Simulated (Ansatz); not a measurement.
Given:

End structure of the (100) surface of rock-salt TiN, Ta on all Ti sites of the top plane (bottom of the slab: a bare face, its two planes held):

```xyz
12
Lattice="3.0030 0.0000 0.0000 0.0000 3.0030 0.0000 0.0000 0.0000 27.0000" Properties=species:S:1:pos:R:3 pbc="T T T"
N      0.0000     0.0000     8.1614
Ti     1.5015     1.5015     8.1614
N      1.5015     1.5015    10.2848
Ti     0.0000     0.0000    10.2848
N      0.0000     0.0000    12.4219
Ti     1.5015     1.5015    12.3844
N      1.5015     1.5015    14.5128
Ti     0.0000     0.0000    14.5264
N      0.0000     0.0000    16.6380
Ti     1.5015     1.5015    16.6245
N      1.5015     1.5015    19.0341
Ta     0.0000     0.0000    18.6732
```

Slab: 12 atoms, 10.7 Å thick at the start with caps and adatoms (thin: gaps and levels are the slab's own); k 12x12x1, smearing 0.1 eV, dipole-corrected; 4 atoms held, the rest relaxed; start symmetry kept, larger cells not searched; no spin, no spin-orbit, no U. In PBE it is, or lies within 0.01 eV a 1x1 cell of, the lowest of the 2 structures of its composition computed so far; subsurface sites and larger cells were not tried.

Predict the work function of the top face from Ansatz (a first-principles code) with PBE.

3.04 eV
